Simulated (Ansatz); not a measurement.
Base system: HfN in the rock salt structure (space group Fm-3m, No. 225; a = 4.5255 Å).

The values are results of r2SCAN in Ansatz (plane waves to 500 eV, PAW, spin-orbit coupling left out), not measurements.

For the base:

| Quantity | Value |
|---|---|
| Lattice parameter a | 8.552 bohr |

One thing is altered: cell and atoms relaxed at a pressure of 22.5 GPa.

### Question
What does the calculation give for the lattice parameter a after the change?

### Answer
The lattice parameter a falls by 0.195 bohr, from 8.552 bohr to 8.357 bohr.

Load acts through the strain it causes; cell and atoms are relaxed under it. Whether these cells are dynamically stable was not tested. Competing high-pressure phases were not computed. The final runs are not spin-polarised. An odd electron count without spin: HfN.

Ansatz is a program for electronic structure.
